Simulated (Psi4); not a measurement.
Psi4 1.11, BP86/def2-svp: Cu(Cl)(CNMe) (C[N+]#[C-]->[Cu][Cl]), 8 atoms. The geometry is a generated start, not checked to be a minimum at this level.

```json
{
 "task": "energy",
 "method": "bp86",
 "basis": "def2-svp",
 "memory": "3 GB",
 "maxiter": "100",
 "keys_of_the_molecule_block": "symmetry c1",
 "scf_type": "df (default)",
 "e_convergence": "1e-06 (default)",
 "d_convergence": "1e-06 (default)",
 "dft_radial_points": "75 (default)",
 "dft_spherical_points": "302 (default)",
 "basis_functions": "106",
 "grid_points": "173500"
}
```

```xyz
8

Cu     1.1024     1.4205    -1.9322
Cl     1.9433     2.5311    -3.4210
C     -0.7066    -0.9131     1.2397
N     -0.1236    -0.1697     0.2249
C      0.3625     0.4539    -0.6278
H     -0.6369    -0.3619     2.1791
H     -0.1852    -1.8669     1.3371
H     -1.7559    -1.0939     1.0002
```

Charge 0 and multiplicity 1 are set for this test and not shown to be the ground state.

With the defaults (diis = true, scf_initial_accelerator = adiis, damping_percentage = 0, level_shift = 0, level_shift_cutoff = 0.01, guess = auto, which took SAD, diis_max_vecs = 10, soscf = false, soscf_start_convergence = 0.01, diis_start = 1) it converges in 13 SCF iterations. One run each on 2 threads, with these changes:
- guess = sapgau
- diis_start = 4
- soscf = true, soscf_start_convergence = 0.1
- level_shift = 0.5, level_shift_cutoff = 0.001
- diis = false, scf_initial_accelerator = none, damping_percentage = 60
- guess = sap
- diis_max_vecs = 20
- guess = core
- diis_max_vecs = 3

Which of these changes keep the SCF from converging, or lead it to another solution?

No convergence: diis = false, scf_initial_accelerator = none, damping_percentage = 60 (the run ends without SCF convergence in 100 iterations). The rest reach the solution of the defaults.

```tsv
setting	SCF iterations	JK calls	end
soscf = true, soscf_start_convergence = 0.1	9	30	same solution
the defaults	13	14	same solution
guess = sapgau	14	14	same solution
diis_max_vecs = 20	14	15	same solution
guess = sap	16	16	same solution
level_shift = 0.5, level_shift_cutoff = 0.001	17	18	same solution
guess = core	18	18	same solution
diis_start = 4	27	28	same solution
diis_max_vecs = 3	50	51	same solution
diis = false, scf_initial_accelerator = none, damping_percentage = 60	100	101	no convergence
```

An SOSCF iteration holds several JK calls; a Hückel guess adds calls on atoms. 2 further runs of the study ended by our limits or in an error and are left out.
